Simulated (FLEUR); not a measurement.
Band structure of CeB2Ru3 (P6/mmm, 6 atoms in the cell).

```xyz
6
Lattice="5.4659 0.0000 0.0000 -2.7329 4.7336 0.0000 0.0000 0.0000 2.9663" Properties=species:S:1:pos:R:3 pbc="T T T"
Ce     0.0000     0.0000     0.0000
B      0.0000     3.1557     0.0000
B      2.7329     1.5779     0.0000
Ru     2.7329     0.0000     1.4832
Ru     1.3665     2.3668     1.4832
Ru    -1.3665     2.3668     1.4832
```

Method of the run: LDA (Vosko-Wilk-Nusair), all-electron FLAPW (FLEUR), scalar-relativistic valence.

Settings: Kmax = 4.4 1/bohr; GmaxXC = 17.6 1/bohr; xcFunctional = vwn; jspins = 1; l_soc = F; mode = hist; fermiSmearingEnergy = 0.00367493 Htr; mesh (inpgen div1-3) = 6 6 9; inpgen gamma flag = true; Gmax = 17.6 1/bohr; numbands = 0; maxIterBroyd = 15; imix = Anderson; alpha = 0.05.

The starting cell comes from a database of computed structures (which also holds hypothetical and non-ambient phases and stackings), without a prior relaxation at this level. Its lattice was rescaled by a random factor within 2.5 % of one. Spin-orbit coupling is off. Spin polarisation is off. The f electrons are in the valence without U or exact exchange, which can misplace them near the Fermi level. Spin-orbit terms, which matter for f shells, are left out. Values depend on the basis (sphere radii, cutoffs, local orbitals), which need not be converged.

Levels in eV from the Fermi level, bands 27 to 34:
```csv
point,27,28,29,30,31,32,33,34
Γ,0.09,0.09,0.13,0.13,0.38,0.38,0.45,0.58
M,-0.93,-0.81,-0.73,-0.59,0.11,0.14,0.47,0.58
K,-0.92,-0.50,-0.50,-0.43,-0.41,0.19,0.53,0.53
A,-1.23,-0.93,-0.93,-0.62,-0.62,0.46,0.98,1.13
L,-1.36,-0.34,-0.16,0.26,0.31,0.79,0.84,0.95
H,-0.66,-0.66,-0.59,0.38,0.49,0.84,0.84,0.85
```
